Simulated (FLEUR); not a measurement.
Band structure of CoNiGe (P6_3/mmc, 6 atoms in the cell).

```yaml
crystal:
  lattice:
    - [3.99412, 0.00000, 0.00000]
    - [-1.99706, 3.45901, 0.00000]
    - [0.00000, 0.00000, 5.08234]
  atoms:
    - { symbol: Co, position: [0.00000, 0.00000, 0.50000] }
    - { symbol: Co, position: [0.00000, 0.00000, 0.00000] }
    - { symbol: Ni, position: [0.33333, 0.66667, 0.75000] }
    - { symbol: Ni, position: [0.66667, 0.33333, 0.25000] }
    - { symbol: Ge, position: [0.33333, 0.66667, 0.25000] }
    - { symbol: Ge, position: [0.66667, 0.33333, 0.75000] }
```

Method: PBEsol, all-electron FLAPW (FLEUR), scalar-relativistic valence.

Settings: Kmax = 4 1/bohr; GmaxXC = 16 1/bohr; xcFunctional = PBEs; jspins = 1; l_soc = F; mode = hist; fermiSmearingEnergy = 0.00367493 Htr; mesh (inpgen div1-3) = 9 9 6; inpgen gamma flag = true; Gmax = 16 1/bohr; numbands = 0; maxIterBroyd = 99; imix = Anderson; alpha = 0.05.

The starting cell comes from a database of computed structures (which also holds hypothetical and non-ambient phases and stackings), without a prior relaxation at this level. Spin polarisation is off. Values depend on the basis (sphere radii, cutoffs, local orbitals), which need not be converged.

These are the values that this program gave, and no reference: the default basis lacks the next d shell.

Levels in eV from the Fermi level, bands 42 to 49:
```tsv
point	42	43	44	45	46	47	48	49
Γ	-0.54	-0.02	-0.02	0.88	2.33	3.11	3.11	3.15
M	-0.77	-0.67	-0.58	-0.53	-0.09	0.02	0.96	2.24
K	-0.86	-0.86	-0.40	-0.40	0.06	0.86	0.86	1.43
A	-0.68	-0.68	-0.68	1.43	1.43	3.54	3.54	3.54
L	-0.81	-0.65	-0.65	-0.43	-0.43	1.32	1.32	2.89
H	-0.75	-0.74	-0.74	-0.49	-0.49	0.27	0.27	5.46
```
